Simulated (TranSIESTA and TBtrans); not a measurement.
## Ga chain with a H atom beside one bond

System: Ga chain with a H atom beside one bond. Leads: straight Ga chain, spacing 2.55 Å. Geometry: 3 atoms about the centre moved by SIESTA (PBE, DZP) to a largest force of 0.10 eV/Å, all others as built.

Computed with TranSIESTA and TBtrans, PBE, DZP numerical orbitals (energy shift 0.15 eV), PseudoDojo norm-conserving scalar-relativistic potentials, mesh cutoff 200 Ry, 300 K, no spin polarisation, no spin-orbit coupling; self-consistent non-equilibrium Green functions.

```
Quantity                           Value
---------------------------------  -----
Conductance at 300 K (G0 = 2e²/h)   2.18
Mean T from −0.5 to 0.5 eV          1.85
```

Energies count from the leads' Fermi level. Transmissions are for one spin of a degenerate pair. The energy step is 0.01 eV; narrower resonances are cut or missed.

```tsv
E (eV)	T	lead channels
-2.00	0.23	1
-1.90	0.076	1
-1.80	3.9e-5	1
-1.70	0.075	1
-1.60	0.24	1
-1.50	0.26	1
-1.40	0	0
-1.30	0.87	1
-1.20	0.90	1
-1.10	0.92	1
-1.00	0.94	1
-0.90	0.96	1
-0.80	0.97	1
-0.70	0.98	1
-0.60	0.98	1
-0.50	0.99	1
-0.40	0.99	1
-0.30	0.99	1
-0.20	1.98	3
-0.10	2.13	3
0.00	2.18	3
0.10	2.18	3
0.20	2.17	3
0.30	2.18	3
0.40	2.19	3
0.50	2.20	3
0.60	2.21	3
0.70	2.22	3
0.80	2.22	3
0.90	2.23	3
1.00	2.24	3
1.10	2.26	3
1.20	2.28	3
1.30	2.30	3
1.40	2.32	3
1.50	2.33	3
1.60	2.35	3
1.70	2.37	3
1.80	2.38	3
1.90	2.40	3
2.00	2.41	3
```

The straight chain is held at its spacing; free chains may zigzag or dimerise. No spin-polarised start was tried, so a magnetic state, if there is one, is missed.
